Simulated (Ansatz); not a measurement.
## How the bulk modulus B0 of SnBi2Te4 (R-3m, No. 166, 7 atoms in the cell; start mp-38605) moves with the method

No measured value is used here.

| level (code) | value (GPa) | cell (Å³/atom) |
|---|---|---|
| LDA (Ansatz) | 44.0 | 32.01 |
| PBE (Ansatz) | 13.5 | 35.59 |
| PBEsol (Ansatz) | 37.0 | 32.90 |

Density-functional levels without +SOC have no spin–orbit coupling. LDA, PBE, PBEsol: the bulk modulus is −V dP/dV from two relaxed cells at ±2 % in volume. LDA, PBE, PBEsol: the relaxation could not lower the start's symmetry, so the cell can be a saddle point above a distorted one. Each level is taken at its own relaxed cell. Ansatz's density-functional and Hartree–Fock values are scalar-relativistic unless marked +SOC, with PAW data made under PBE.

A start named mp-… is a Materials Project structure, which need not be a measured phase.

Ansatz is an electronic-structure program.
